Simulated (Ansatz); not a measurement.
Electronic density of states of amorphous Si$_{20}$B$_{10}$N$_{30}$Hf, density 2.78 g/cm³, on a 2×2×2 Γ-centred mesh with a Gaussian width of 0.1 eV; energies count from the Fermi level, whose place inside the gap is arbitrary. Cell and mesh are small, so fine structure isn't converged. Computed with PBE, scalar-relativistic without spin-orbit coupling (plane waves to 420 eV, PAW; Ansatz, a first-principles code). Sampling: a 2×2×2 Γ-centred mesh; Fermi-Dirac width 0.02 eV; no spin polarisation. The usual formal charges leave 24 electrons over, so the level spacing at the Fermi energy parts defect or band states and needn't be the band gap.

A CHGNet melt-quench gave the starting glass, which DFT then relaxed. N atoms were pushed apart under 1.9 Å during the dynamics, to hinder bonds among them. The hot cell started wider than the set density and was brought back towards it in steps. It is the lowest in DFT energy of 2 quenches. It is a model cell: composition and starting density were chosen by hand, and all elements were melted together. No dispersion term was used. Its density started from a set value of 2.70 and ended at 2.78 g/cm³. The simulated quench (nominally 760 K/ps over its main leg) is rapid and tends to freeze in more defects than a deposited or slowly cooled glass has. A cell of this size samples the disorder only roughly. Volume and shape were free in the relaxation. On a 2×2×2 Γ-centred mesh force components of up to 0.29 eV/Å stay, since the relaxation ran on the zone centre alone.

| E - EF (eV) | states/(eV atom) |
|---|---|
| -12.00 | 0.00 |
| -11.90 | 0.00 |
| -11.80 | 0.00 |
| -11.70 | 0.00 |
| -11.60 | 0.00 |
| -11.50 | 0.00 |
| -11.40 | 0.00 |
| -11.30 | 0.00 |
| -11.20 | 0.00 |
| -11.10 | 0.00 |
| -11.00 | 0.00 |
| -10.90 | 0.03 |
| -10.80 | 0.11 |
| -10.70 | 0.19 |
| -10.60 | 0.18 |
| -10.50 | 0.23 |
| -10.40 | 0.24 |
| -10.30 | 0.24 |
| -10.20 | 0.24 |
| -10.10 | 0.19 |
| -10.00 | 0.20 |
| -9.90 | 0.23 |
| -9.80 | 0.25 |
| -9.70 | 0.22 |
| -9.60 | 0.23 |
| -9.50 | 0.32 |
| -9.40 | 0.36 |
| -9.30 | 0.33 |
| -9.20 | 0.26 |
| -9.10 | 0.22 |
| -9.00 | 0.24 |
| -8.90 | 0.24 |
| -8.80 | 0.23 |
| -8.70 | 0.24 |
| -8.60 | 0.28 |
| -8.50 | 0.30 |
| -8.40 | 0.28 |
| -8.30 | 0.24 |
| -8.20 | 0.29 |
| -8.10 | 0.30 |
| -8.00 | 0.32 |
| -7.90 | 0.33 |
| -7.80 | 0.26 |
| -7.70 | 0.25 |
| -7.60 | 0.33 |
| -7.50 | 0.36 |
| -7.40 | 0.33 |
| -7.30 | 0.29 |
| -7.20 | 0.31 |
| -7.10 | 0.39 |
| -7.00 | 0.41 |
| -6.90 | 0.36 |
| -6.80 | 0.33 |
| -6.70 | 0.36 |
| -6.60 | 0.36 |
| -6.50 | 0.45 |
| -6.40 | 0.44 |
| -6.30 | 0.41 |
| -6.20 | 0.41 |
| -6.10 | 0.42 |
| -6.00 | 0.41 |
| -5.90 | 0.38 |
| -5.80 | 0.36 |
| -5.70 | 0.35 |
| -5.60 | 0.35 |
| -5.50 | 0.37 |
| -5.40 | 0.39 |
| -5.30 | 0.38 |
| -5.20 | 0.38 |
| -5.10 | 0.37 |
| -5.00 | 0.40 |
| -4.90 | 0.41 |
| -4.80 | 0.38 |
| -4.70 | 0.39 |
| -4.60 | 0.37 |
| -4.50 | 0.28 |
| -4.40 | 0.31 |
| -4.30 | 0.35 |
| -4.20 | 0.37 |
| -4.10 | 0.39 |
| -4.00 | 0.42 |
| -3.90 | 0.44 |
| -3.80 | 0.44 |
| -3.70 | 0.44 |
| -3.60 | 0.44 |
| -3.50 | 0.44 |
| -3.40 | 0.40 |
| -3.30 | 0.44 |
| -3.20 | 0.43 |
| -3.10 | 0.41 |
| -3.00 | 0.46 |
| -2.90 | 0.45 |
| -2.80 | 0.43 |
| -2.70 | 0.40 |
| -2.60 | 0.37 |
| -2.50 | 0.33 |
| -2.40 | 0.37 |
| -2.30 | 0.40 |
| -2.20 | 0.40 |
| -2.10 | 0.39 |
| -2.00 | 0.37 |
| -1.90 | 0.29 |
| -1.80 | 0.27 |
| -1.70 | 0.25 |
| -1.60 | 0.25 |
| -1.50 | 0.28 |
| -1.40 | 0.28 |
| -1.30 | 0.23 |
| -1.20 | 0.20 |
| -1.10 | 0.21 |
| -1.00 | 0.21 |
| -0.90 | 0.15 |
| -0.80 | 0.12 |
| -0.70 | 0.14 |
| -0.60 | 0.12 |
| -0.50 | 0.05 |
| -0.40 | 0.04 |
| -0.30 | 0.13 |
| -0.20 | 0.13 |
| -0.10 | 0.03 |
| 0.00 | 0.00 |
| 0.10 | 0.04 |
| 0.20 | 0.14 |
| 0.30 | 0.12 |
| 0.40 | 0.03 |
| 0.50 | 0.00 |
| 0.60 | 0.02 |
| 0.70 | 0.11 |
| 0.80 | 0.22 |
| 0.90 | 0.21 |
| 1.00 | 0.08 |
| 1.10 | 0.01 |
| 1.20 | 0.00 |
| 1.30 | 0.00 |
| 1.40 | 0.00 |
| 1.50 | 0.04 |
| 1.60 | 0.13 |
| 1.70 | 0.16 |
| 1.80 | 0.15 |
| 1.90 | 0.22 |
| 2.00 | 0.20 |
| 2.10 | 0.24 |
| 2.20 | 0.22 |
| 2.30 | 0.16 |
| 2.40 | 0.24 |
| 2.50 | 0.33 |
| 2.60 | 0.30 |
| 2.70 | 0.29 |
| 2.80 | 0.30 |
| 2.90 | 0.27 |
| 3.00 | 0.32 |
| 3.10 | 0.35 |
| 3.20 | 0.36 |
| 3.30 | 0.38 |
| 3.40 | 0.38 |
| 3.50 | 0.36 |
| 3.60 | 0.33 |
| 3.70 | 0.31 |
| 3.80 | 0.32 |
| 3.90 | 0.32 |

The level spacing at the Fermi energy on this mesh is 0.38 eV; the broadening fills part of it in the curve.
